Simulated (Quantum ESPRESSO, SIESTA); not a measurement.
Pressure against volume in WC-type WC (space group 187) (SIESTA, PBE)

```
WC
1.0
    2.85826     0.00000     0.00000
   -1.42913     2.47532     0.00000
    0.00000     0.00000     2.78950
W C
1 1
Direct
  0.00000   0.00000   0.00000
  0.33333   0.66667   0.50000
```

Computed with GGA PBE, numerical atomic orbitals DZP, PseudoDojo PBE standard norm-conserving potentials (rewritten from UPF to PSML) (SIESTA 5.4.2). Settings: XC.functional = GGA; XC.authors = PBE; potentials = PseudoDojo PBE standard; PAO.BasisSize = DZP; PAO.EnergyShift = 0.005 Ry; MeshCutoff = 390 Ry; kgrid.MonkhorstPack = 23 23 20; OccupationFunction = FD; ElectronicTemperature = 0.05 eV; MaxSCFIterations = 150; SCF.Mixer.Method = Pulay; SCF.Mixer.Weight = 0.25; SCF.Mixer.History = 6; SCF.DM.Tolerance = 1.0E-04. The cell above is the first row's. The rows scale it uniformly. In all rows fractional positions and the k mesh are held.

| V (Å^3/atom) | P (GPa) |
|---|---|
| 9.868 | ? |
| 10.083 | 24.11 |
| 10.297 | 14.47 |
| 10.512 | 5.60 |
| 10.726 | -2.53 |
| 10.941 | -9.55 |
| 11.155 | -15.93 |
| 11.370 | -21.68 |
| 11.584 | -27.12 |

Question: Using a cubic, estimate the missing P at V = 9.868 from the other rows, showing the fit.

Answer: With u = V - 10.8, the rows have u = -0.7170, -0.5030, -0.2880, -0.0740, 0.1410, 0.3550, 0.5700, 0.7840. Least squares gives P = -4.929 - 33.7866·u + 8.3297·u² - 1.5954·u³. Residuals (row less fit): -0.056, 0.094, 0.069, -0.147, -0.018, 0.015, 0.096, -0.053; standard error 0.113 (degrees of freedom: 4). The fitted pressure is zero at V0 = 10.66, where dP/dV = -36.23, so B0 = -V0·dP/dV = 386 GPa. At the withheld row, u = -0.9320, so P = -4.929 - 33.7866 × (-0.9320) + 8.3297 × (-0.9320)² - 1.5954 × (-0.9320)³ = 35.087 GPa. The calculation gives 35.17 GPa, 0.083 GPa above the prediction (0.1 % of the range of P in the table). The row lies outside the fitted rows, so this is an extrapolation. From the scatter of the fitted rows alone, a prediction at this place has a standard error of 0.302 GPa, so the miss is 0.3 times that.

Carrying the step between the two nearest rows on in a straight line would have given 33.80, off by 1.37; series whose last step already gives the withheld value aren't shown. The scan was laid around a cell of about the measured size, scaled by a guess for this functional; axis ratios and inner coordinates come from that cell. The runs keep the symmetry of the cell, so they don't test it for distortions. A plane-wave scan with the same functional (Quantum ESPRESSO, GBRV) gives V0 = 10.54 Å^3/atom and B0 = 387 GPa; a Birch-Murnaghan fit to all rows here lies 1.1 % from it in V0 and 0 % in B0; the two differ in basis, and may differ in potentials and mesh. Spin polarisation is off. Values carry the incompleteness of an atom-centred basis. Spin-orbit coupling is off. The shape of the cell and the inner coordinates aren't relaxed, so V0 and B0 belong to this uniform scaling; a relaxed crystal lies no higher in energy and is usually softer. Cutoffs and mesh are single choices, not tested for convergence of this quantity. Series with a scatter that would blur these digits, or in which a gap closes, are not shown.
